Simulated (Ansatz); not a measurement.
Consider a P ion moving along [001] in Si (Fd-3m), on the centre line of the channel, 1.37 Å from the nearest row of atoms, at 1 atomic units of velocity (768 keV). The periodic cell holds 160 host atoms, 10.9 × 10.9 Å across the path and 27.4 Å along it, and uses the mean of two k-points, (¼, ¼, ±¼).

Task: What electronic stopping power does real-time TDDFT give (Ansatz, a quantum-chemistry and plane-wave program, PBE functional, plane-wave PAW, adiabatic)?

Result: 59 eV/Å, or 590 eV/nm. Host atoms are fixed, cores are frozen and nuclear stopping is left out; the value is of this one path, not of a random one. The dependence on the size of the cell was not tested for this case.
